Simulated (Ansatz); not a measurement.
**Au: response to strain**

The reference is Au in the fcc (Cu type) structure (space group Fm-3m, No. 225; a = 4.0830 Å; relaxed with 0.1 eV smearing). Axes: x, y, z lie along the cube axes.

Strains are applied to the cell and any free atomic positions relax; under biaxial strain the out-of-plane vector relaxes too.

Computed with PBEsol/PAW in Ansatz (a program for electronic structure), spin-orbit coupling left out.

Notes on the quantities. energy relative to the base: free energy F.

| biaxial strain, plane normal [111], relaxed out of plane (%) | energy relative to the base (meV/atom) |
|---|---|
| -2.5 | 13.6 |
| -2.08 | 9.2 |
| -1.67 | 5.9 |
| -1.25 | ? |
| -0.83 | 1.4 |
| -0.42 | 0.4 |
| 0 | 0.0 |

Task: Fit ΔE = Aε² + Bε³ (ε in %) to the rows shown and predict the withheld row.

Result: Least squares on the printed values gives A = 1.97 and B = -0.083 meV/atom (largest residual 0.0 meV/atom); this predicts 3.2 meV/atom, and the run gives 3.2 meV/atom, in agreement.

Stability against distortions was not tested.
